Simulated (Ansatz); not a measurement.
The reference is InAgTe$_{2}$ in the chalcopyrite structure (space group I-42d, No. 122).

```
CELL_PARAMETERS angstrom
     -3.28439     3.28439     6.50155
      3.28439    -3.28439     6.50155
      3.28439     3.28439    -6.50155
ATOMIC_POSITIONS crystal
  Ag 0.75000 0.25000 0.50000
  Ag 0.00000 0.00000 0.00000
  In 0.25000 0.75000 0.50000
  In 0.50000 0.50000 0.00000
  Te 0.11941 0.12500 0.49441
  Te 0.63059 0.62500 0.50559
  Te 0.37500 0.88059 0.00559
  Te 0.87500 0.36941 0.99441
```

Levels (all Ansatz, a first-principles code, PAW): PBE (420 eV, without spin-orbit coupling); PBEsol (420 eV, scalar-relativistic without spin-orbit coupling).

Levels that relaxed their own cell: PBE and PBEsol.

```tsv
level	band gap
PBE	–
PBEsol	0.08 eV
```

Measured: band gap 1.04 eV (temperature not stated; as listed in Arghya Ghosh et al., Phys. Rev. B (2024)).

Computed minus measured — band gap: PBEsol -0.96 eV. Measured values not marked as corrected hold thermal and zero-point effects that the static-lattice runs lack. A measured gap can be an optical one, lowered by exciton binding. Levels without spin-orbit coupling miss its effect on the gap.

Spin-orbit coupling, missing from the scalar runs, can matter with Te. No phonon test of stability was made. A zero or small gap of InAgTe2 can be the functional's error rather than a property of the material.
